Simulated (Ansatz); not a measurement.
The starting structures come from a database of crystals and need not be the phases stable at ambient conditions.

 Where the default PAW files enter, the runs use the earlier of Ansatz's two default sets.

```
CELL_PARAMETERS angstrom
      4.11412     0.00000     0.00000
      0.00000     5.08125     0.00000
      0.00000     0.00000     4.66297
ATOMIC_POSITIONS crystal
  Si 0.50000 0.65231 0.75000
  Si 0.50000 0.34769 0.25000
  Si 0.00000 0.84769 0.25000
  Si 0.00000 0.15231 0.75000
  O  0.73090 0.38242 0.57997
  O  0.26910 0.61758 0.42003
  O  0.76910 0.11758 0.07997
  O  0.23090 0.88242 0.92003
  O  0.23090 0.11758 0.42003
  O  0.76910 0.88242 0.57997
  O  0.26910 0.38242 0.92003
  O  0.73090 0.61758 0.07997
```

Space group of this cell: Pbcn. The cell is strained (lengths along the current scaled by 1.03, ions clamped); by r2SCAN its mean pressure is -18.6 GPa.

Transport runs along the normal of the first two printed cell vectors.

The gap is the functional's own. No spin-orbit coupling. Mid-gap values are interpolated on the energy grid.

Question: Compute, with r2SCAN in Ansatz (a program for electronic structure), the band gap and the smallest decay constant κ at mid-gap.

Answer: Gap 5.56 eV on a 8×6×8 mesh; κ = 0.372 1/Å, at the zone centre.
